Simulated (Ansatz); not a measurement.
Base system: AgCl in the rock salt structure (space group Fm-3m, No. 225; a = 5.447 Å). Axes: x, y, z lie along the cube axes.

Perturbation: uniaxial strain ε_zz = −0.50 %, all other strain components held at zero, atoms relaxed at fixed cell.

Level of theory: PBEsol (Ansatz, a first-principles code), no spin-orbit coupling.

Q: Give the band edges at the high-symmetry points of the new zone, measured from its valence-band maximum.

A: 
```csv
point,valence edge (eV),conduction edge (eV)
Γ,-2.59,0.71
X,-2.05,2.11
P,-1.37,4.19
N,0.00,3.84
M,-2.05,2.10
S,-1.23,3.40
S₀,-1.23,3.40
R,-1.38,4.13
G,-1.38,4.13
```

The gap is 0.71 eV, indirect, N → Γ.

Gaps are read on the SCF mesh and a high-symmetry path. Stability against distortions was not tested. k-point labels follow each cell's own Brillouin zone.
